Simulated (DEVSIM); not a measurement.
Device: abrupt Si n-p junction, at 300 K.

```
layer (left to right)  material  thickness (μm)  Nd (cm⁻³)  Na (cm⁻³)  τn (s)  τp (s)
---------------------  --------  --------------  ---------  ---------  ------  ------
1                            Si           0.200     7.7e17          -  4.3e-5  4.3e-5
2                            Si            2.00          -     7.1e15  4.3e-5  4.3e-5
```

Left contact: ohmic. Right contact: ohmic. Voltage is applied to the left contact. Recombination: SRH at mid-gap, radiative. Mobility is constant in doping.

The device is made up for the run: typed textbook-type constants, with dimensions and the other settings drawn at random. Values at 300 K.

| parameter | Si |
|---|---|
| gap (eV) | 1.124 |
| affinity (eV) | 4.05 |
| permittivity | 11.7 |
| Nc (cm⁻³) | 2.86e19 |
| Nv (cm⁻³) | 3.1e19 |
| μn (cm²/Vs) | 1417 |
| μp (cm²/Vs) | 470 |
| B (cm³/s) | 4.7e-15 |

DEVSIM, 1D drift-diffusion, Boltzmann statistics, complete ionisation; no tunnelling, impact ionisation, image-force lowering or self-heating.

The doping Nd of layer 1 was swept, all else fixed.

```
doping Nd of layer 1 (cm^-3)  dark forward voltage at 1 A/cm² (V)  dark forward voltage at 100 A/cm² (V)  largest field in the device at zero bias (V/cm)  potential step across the device at zero bias (V)
----------------------------  -----------------------------------  -------------------------------------  -----------------------------------------------  -------------------------------------------------
2.3e16                                                      0.533                                  0.670                                            34000                                              0.723
7.7e16                                                      0.546                                  0.675                                            38000                                              0.754
2.3e17                                                      0.550                                  0.677                                              [?]                                              0.783
7.7e17                                                      0.552                                  0.678                                            58000                                              0.814
2.3e18                                                      0.552                                  0.678                                            89000                                              0.842
7.7e18                                                      0.552                                  0.678                                           160000                                              0.873
```

**Question.** What belongs in the gaps?

**Answer.** 
- 2.3e17, largest field in the device at zero bias (V/cm): 43000
